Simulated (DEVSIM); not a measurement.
Device: Schottky contact on n-type Si, at 350 K.

| layer (left to right) | material | thickness (μm) | Nd (cm⁻³) | τn (s) | τp (s) |
|---|---|---|---|---|---|
| 1 | Si | 0.330 | 6.4e16 | 2.1e-7 | 2.1e-7 |
| 2 | Si | 2.70 | 1.4e18 | 2.1e-7 | 2.1e-7 |

Left contact: Schottky, work function 4.75 eV, emission velocity 1.2e7 cm/s. Right contact: ohmic. Voltage is applied to the left contact. Recombination: SRH at mid-gap, Auger. Gap narrowing is on: ΔEg = 6.92 meV × (l + √(l² + 0.5)), l = ln(N/1.3e17 cm⁻³), shared equally by both band edges. Mobility is μmin + (μ − μmin)/(1 + (N/Nref)^α).

This is a model device: material constants are rounded textbook-type values typed into the input, and sizes, dopings and lifetimes were drawn at random. Values at 300 K; Nc and Nv go as T^1.5, mobilities as T to minus their exponent, the gap by Varshni's rule with the affinity fixed.

| parameter | Si |
|---|---|
| gap (eV) | 1.124 |
| affinity (eV) | 4.05 |
| permittivity | 11.7 |
| Nc (cm⁻³) | 2.86e19 |
| Nv (cm⁻³) | 3.1e19 |
| μn (cm²/Vs) | 1417 |
| μp (cm²/Vs) | 470 |
| μn,min | 52 |
| μp,min | 45 |
| Nref,n | 9.7e16 |
| Nref,p | 2.2e17 |
| αn | 0.68 |
| αp | 0.72 |
| T exponent of μn | 2.3 |
| T exponent of μp | 2.2 |
| Cn (cm⁶/s) | 2.8e-31 |
| Cp (cm⁶/s) | 9.9e-32 |
| Varshni α (eV/K) | 0.000473 |
| Varshni β (K) | 636 |

Simulated with DEVSIM: 1D drift-diffusion, Boltzmann statistics, complete ionisation; no tunnelling, impact ionisation, image-force lowering or self-heating. Metal contacts follow the ideal Schottky-Mott rule: no Fermi-level pinning, no interface dipoles.

The metal work function was swept, all else fixed.

```
metal work function (eV)  potential step across the device at zero bias (V)  dark forward voltage at 100 A/cm² (V)
------------------------  -------------------------------------------------  -------------------------------------
4.6                                                                   0.435                                  0.155
4.65                                                                  0.485                                  0.205
4.7                                                                   0.535                                  0.255
4.75                                                                  0.585                                  0.305
4.8                                                                   0.635                                  0.355
4.85                                                                  0.685                                  0.405
4.9                                                                   0.735                                  0.455
4.95                                                                  0.785                                  0.504
```

From the first row to the last the potential step across the device at zero bias goes from 0.435 to 0.785. From the first row to the last the dark forward voltage at 100 A/cm² goes from 0.155 to 0.504.
